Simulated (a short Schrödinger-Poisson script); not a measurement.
System: symmetric double-gate stack, SiO2 on p-type Si(111), at 300 K.

```tsv
layer	material	thickness (nm)	Na (cm⁻³)
1	SiO2	1.6	-
2	Si	8	3e17
3	SiO2	1.6	-
```

Constants are typed, rounded textbook-type inputs, not results; the design itself was drawn at random and stands for no fabricated device. SiO2: permittivity 3.9, conduction-band edge (eV) 3.15, gap (eV) 9, electron mass (mₑ) 0.5. Si: permittivity 11.7, conduction-band edge (eV) 0, gap (eV) 1.124, Nv at 300 K (cm⁻³) 3.1e19.

Channel valleys (confinement mass, in-plane density-of-states mass, number): Δ6 0.258, 0.358, 6. At the gates, both at one voltage, the conduction-band edge of layer 1 lies 3.38 eV − eVg above the Fermi level of the channel. Gaps are held at their typed values at every temperature. Mesh 0.03 nm at interfaces.

From a short Schrödinger-Poisson script (our own, NumPy): 1D Poisson equation in equilibrium, electrons quantum, Hartree (BenDaniel-Duke, 12 states a valley, the channel's in-plane mass for all, wave functions free to enter the dielectric), parabolic valleys, classical holes, full ionisation, no traps, pinning or gate leakage.

The same stack at other levels of the model or other numerical settings:

```tsv
run	sheet density of all electrons at Vg = 0.95 V (cm⁻²)	sheet density of all electrons at Vg = 0.35 V (cm⁻²)	capacitance of both gates at Vg = 0.95 V (μF/cm²)	gate voltage at 1e11 electrons/cm² (V)	rough cost against the base
base	1.42e13	2.76e12	3.32	0.13	about 1
electrons treated as classical, Boltzmann	1.76e13	3.53e12	4.00	0.11	0.04
electrons treated as classical, Fermi-Dirac	1.70e13	3.48e12	3.77	0.11	0.1
mesh six times as coarse	1.42e13	2.75e12	3.30	0.13	0.3
one subband a valley	1.39e13	2.67e12	3.25	0.13	0.4
```

The classical rows ignore confinement, and Boltzmann statistics overrate the density once the band edge passes the Fermi level.
